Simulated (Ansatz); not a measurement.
Candidates (primitive cells; geometry: cell and atoms relaxed with PBEsol):
A. CsBr (Pm-3m), a = b = c = 4.2427 Å, α = β = γ = 90.00°
B. TlI (Pm-3m), a = b = c = 4.137 Å, α = β = γ = 90.00°
C. CsI (Pm-3m), a = b = c = 4.5071 Å, α = β = γ = 90.00°

Task: Order them by hole conductivity mass (lowest first) at the level PBEsol with spin-orbit coupling, rigid bands run with Ansatz (a program for electronic structure).

Result: B (0.47 mₑ), C (1.49 mₑ), A (2.1 mₑ)

Masses are for dilute carriers at 300 K, harmonic means over directions unless an axis is named.

Formula and space group known from diffraction (Crystallography Open Database), not checked to be the room-temperature form: TlI (Pm-3m).
